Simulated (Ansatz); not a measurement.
Consider a (4,1) carbon nanotube.

All values below come from PBE (plane waves to 420 eV, PAW; Ansatz, a quantum-chemistry and plane-wave program). Mesh 1×1×12. No spin polarisation. Isolated but for its images some 11 Å away. An idealised model, rolled from the flat sheet. Symmetry and one short period hold its shape; lower forms weren't sought. Buckling under compression is shut out by symmetry and the short period.

### Question
Predict its relaxed size, energy and electronic structure.

### Answer
```
Property                                                                                                            Result
--------------------------------------------------------------------  ----------------------------------------------------
period along the axis (28 atoms)                                                                                   6.502 Å
mean diameter                                                                                                       3.77 Å
energy over the flat sheet                                                                                   +592 meV/atom
PBE gap                                                                                               none (under 0.01 eV)
crossings of the Fermi level between Γ and the zone edge (49 points)  4, each for both spins (ideal conductance 4 × 2e²/h)
work function (PBE)                                                                                                4.91 eV
axial stiffness dF/dε                                                                                               356 nN
```
